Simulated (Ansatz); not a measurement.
Start from LiF in the zinc blende structure (space group F-43m, No. 216; a = 4.3642 Å; a hypothetical phase, not in the database extracts checked). Axes: x, y, z lie along the cube axes.

(Cell as relaxed with PBE.)

Levels (all Ansatz, a first-principles code, PAW): PBE (420 eV, no SOC); r2SCAN (500 eV, no spin-orbit coupling).

Each level relaxes its own structure.

| base | PBE | r2SCAN |
|---|---|---|
| volume per atom | 10.39 Å³ | 9.87 Å³ |
| lattice parameter a | 4.364 Å | 4.290 Å |
| band gap | 7.65 eV | 8.66 eV |

Perturbation: compressive biaxial strain of 4.18 % in the plane normal to [111], as in epitaxy on a mismatched substrate; the out-of-plane cell vector and the atoms relax.

```csv
quantity,PBE,r2SCAN
gap character,direct at Γ,direct at Γ
"pressure (mean of the normal stresses, compression positive)",3.54 GPa,3.81 GPa
electron mass,"0.80 mₑ out of plane, 0.86 mₑ in plane (at Γ)","0.79 mₑ out of plane, 0.86 mₑ in plane (at Γ)"
ratio −ε⊥/ε∥,0.56,0.62
```

PBE's pressure lies 0.27 GPa below r2SCAN's; PBE's ratio −ε⊥/ε∥ lies 0.06 below r2SCAN's; the two agree on the gap character. Neither level is exact; r2SCAN is the comparison here, not a measurement.

Masses are band curvatures over ±0.01 Å⁻¹ around the edge. Whether these cells are dynamically stable was not tested. Labels are those of the standard path for the cell's own space group.
